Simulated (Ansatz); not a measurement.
Consider BN (space group P6_3/mmc, No. 194; a = 2.5005 Å, c = 6.4117 Å; layered, stacked along the Cartesian z axis).

All numbers come from PBEsol-D3(BJ) (Ansatz, an electronic-structure program), no spin-orbit coupling.

For the base:

```
Property                Value
-------------------  --------
Band gap              4.08 eV
Pressure             0.0 kbar
Smallest direct gap   4.49 eV
```

Perturbation: every lattice vector is stretched by 3.00 %; the atoms relax in the strained cell.

**Question.** How does this affect the energy relative to the base?

**Answer.** The energy increases by 52 meV/atom.

**Question.** Predict the new band gap.

**Answer.** The band gap decreases by 0.09 eV, from 4.08 eV to 3.99 eV.

**Question.** Predict the new pressure.

**Answer.** The pressure (mean of the normal stresses, compression positive) goes from zero to -192.5 kbar.

**Question.** Estimate the effect on the smallest direct gap.

**Answer.** The smallest direct gap falls by 0.12 eV to 4.37 eV.

Whether these cells are dynamically stable was not tested.
